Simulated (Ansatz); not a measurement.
Input and output of a self-consistent single point for CoSi2 (I4mm, 3 atoms in the cell) (Ansatz, a program for electronic structure).

Level of theory: PBEsol, harder PAW files (source: ansatz) made with PBE (plane waves; Ansatz).

```
CELL_PARAMETERS angstrom
      0.00000     2.67196     2.67196
      2.67196     0.00000     2.67196
      2.67196     2.67196     0.00000
ATOMIC_POSITIONS crystal
  Co 0.00936 0.00936 0.99064
  Si 0.25000 0.25000 0.25000
  Si 0.75000 0.75000 0.75000
```

Reference input (self-consistent single point, DFT, PBEsol, plane waves, default PAW files made with PBE): basis.ecutwfc = 420 eV; kpoints.mp_grid.grid = 11 11 11; hamiltonian.xc = pbesol; hamiltonian.pseudopotentials = {kind: paw} (the program's default PAW files); scf.occupations.method = fermi_dirac; scf.occupations.width = 0.1 eV. This run's input differs from it in these lines:

Ansatz 0.2 input:
```diff
@@ -11,3 +11,3 @@
 basis:
-  ecutwfc: 420.0 eV
+  ecutwfc: 1350.0 eV
 kpoints:
@@ -16,3 +16,3 @@
   xc: pbesol
-  pseudopotentials: { kind: paw }
+  pseudopotentials: { kind: paw, source: ansatz }
 scf:
```

Output, abridged:

```
SCF iter   1: F=—  HF=-6339.065722 eV  |F-HF|=—  |Δ(HF+E_count)|=         —  Δρ=1.16e-1  dr2=7.65e0  ethr=3.10e-3  ⟨swp⟩=6.0  Hψ=12129  notcnv=0
all-band conjugate gradients solve this SCF's bands
preconditioner: auto → Kerker (q_TF=auto, 2.543 Å⁻¹)
SCF iter   2: F=—  HF=-6338.183934 eV  |F-HF|=—  |Δ(HF+E_count)|=   8.82e-1  Δρ=5.43e-2  dr2=2.01e0  ethr=3.10e-3  ⟨swp⟩=2.2  Hψ=3883  notcnv=0  defer=2
   [... lines left out ...]
SCF iter   6: F=—  HF=-6337.703259 eV  |F-HF|=—  |Δ(HF+E_count)|=   5.52e-6  Δρ=4.59e-4  dr2=1.03e-4  ethr=5.29e-6  ⟨swp⟩=2.1  Hψ=3168  notcnv=0
SCF iter   7: F=—  HF=-6337.703255 eV  |F-HF|=—  |Δ(HF+E_count)|=   4.07e-6  Δρ=6.80e-5  dr2=2.48e-6  ethr=4.14e-7  ⟨swp⟩=1.6  Hψ=2696  notcnv=0
SCF iter   8: F=—  HF=-6337.703203 eV  |F-HF|=—  |Δ(HF+E_count)|=   5.21e-5  Δρ=8.29e-6  dr2=2.32e-8  ethr=4.00e-10  ⟨swp⟩=5.9  Hψ=11816  notcnv=0
SCF iter   9: F=-6337.703203 eV  HF=-6337.703203 eV  |F-HF|=7.28e-11  |Δ(HF+E_count)|=  2.00e-11  Δρ=1.01e-6  dr2=2.74e-10  ethr=9.30e-11  ⟨swp⟩=2.1  Hψ=7438  notcnv=0
SCF 1 converged in 9 iterations: F = -6337.703203 eV  dr2 = 2.74e-10
Free energy (F): -6337.703203 eV
Internal energy: -6337.668996 eV  (E = F + TS)
E sigma→0 (E₀):  -6337.686099 eV
Entropy (-TS):   -0.034208 eV (-11.403 meV/atom)
Fermi energy:    13.043695 eV
--- Forces (eV/Å), atoms counted from 1 ---
  atom   1  Co     0.00000000     0.00000000    -0.58116466
  atom   2  Si    -0.00000000    -0.00000000     0.29057787
  atom   3  Si    -0.00000000     0.00000000     0.29057787
--- Stress (GPa, compression-positive) ---
       -3.064115       0.000000       0.000000
        0.000000      -3.064115       0.000000
        0.000000       0.000000      -3.164684
  P = ⅓ Tr σ = -3.0976 GPa (-30.976 kbar)
  The stress holds the Pulay correction. Without it, at fixed plane waves, as pw.x and ABINIT print it: P = -3.1002 GPa
```

The run converged in 9 iterations. Against the reference run the pressure hardly changes (-3.07 to -3.10 GPa) and the largest force moves little (0.580 to 0.581 eV/Å).

The starting cell has typed, rounded lattice constants, without a prior relaxation at this level. Its lattice was rescaled by up to half a per cent. One atom was moved a little off its site on purpose. Spin polarisation is off. Ansatz's pressure includes its estimate of the finite-basis (Pulay) stress.
